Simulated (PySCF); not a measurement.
PySCF 2.14.0, HF/def2-svp, df: Ti(Cl)3(OMe) (C[O][Ti]([Cl])([Cl])[Cl]), 9 atoms. The geometry is a generated start, not checked to be a minimum at this level.

| Item | Value |
|---|---|
| task | energy |
| method | hf |
| basis | def2-svp |
| two-electron scheme | density fitting |
| mol.max_memory | 3000 MB |
| mf.max_cycle | 100 |
| mf.DIIS | CDIIS (default) |
| mf.conv_tol | 1e-09 (default) |
| basis functions | 128 |

```xyz
9

Ti     0.2659     0.6454     1.1833
Cl     2.3214     0.9815     1.6304
Cl    -0.5304    -0.3945     2.8636
Cl    -0.6398     2.5714     1.2295
O      0.0158    -0.1446    -0.2420
C     -0.2957    -0.7867    -1.4294
H     -0.5316    -0.0405    -2.2005
H      0.5598    -1.3918    -1.7586
H     -1.1654    -1.4402    -1.2763
```

Charge 0 and multiplicity 1 are set for this test and not shown to be the ground state.

With the defaults (mf.diis = true, mf.damp = 0, mf.diis_start_cycle = 1, mf.init_guess = minao, newton = off, mf.diis_space = 8, mf.level_shift = 0) it converges in 13 Fock builds. One run each on 2 threads, 1 BLAS thread, with these changes:
- mf.init_guess = atom
- mf.diis_space = 20
- mf.level_shift = 1 Hartree
- mf.damp = 0.3, mf.diis_start_cycle = 4
- mf.damp = 0.7, mf.diis_start_cycle = 8
- mf.init_guess = huckel
- mf.diis_space = 3
- newton = Hessian by the SCF's own integrals
- mf.diis = false

Q: Which of these changes keep the SCF from converging, or lead it to another solution?

A: No convergence: mf.diis = false (the run ends without SCF convergence in 100 cycles). The rest reach the solution of the defaults.

| setting | Fock builds | end |
|---|---|---|
| the defaults | 13 | same solution |
| mf.init_guess = atom | 13 | same solution |
| mf.diis_space = 20 | 13 | same solution |
| mf.damp = 0.3, mf.diis_start_cycle = 4 | 14 | same solution |
| mf.init_guess = huckel | 15 | same solution |
| mf.damp = 0.7, mf.diis_start_cycle = 8 | 18 | same solution |
| mf.diis_space = 3 | 19 | same solution |
| mf.level_shift = 1 Hartree | 25 | same solution |
| newton = Hessian by the SCF's own integrals | 26 | same solution |
| mf.diis = false | 101 | no convergence |

Under newton the count holds the products with the orbital Hessian.
